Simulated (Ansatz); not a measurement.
Relaxation of the outer planes of the (110) surface of bcc V in its 1x1 cell, outermost plane spacing 2.12 Å in the ideal cut.

Level of theory: PBE (plane waves to 420 eV, PAW; Ansatz, a quantum-chemistry and plane-wave program).

Set-up: 6 atoms, 10.6 Å thick at the start; mesh 15x15x1; 0.1 eV smearing; dipole correction on; all atoms relaxed; symmetry of the start imposed; no spin, no spin-orbit, no U.

| plane | atoms | bulk spacing to the next (Å) | relaxed spacing (Å) | change (%) | rumpling (Å) |
|---|---|---|---|---|---|
| 1 | V | 2.119 | 2.001 | -5.6 | 0.00 |
| 2 | V | 2.119 | 2.129 | 0.5 | 0.00 |
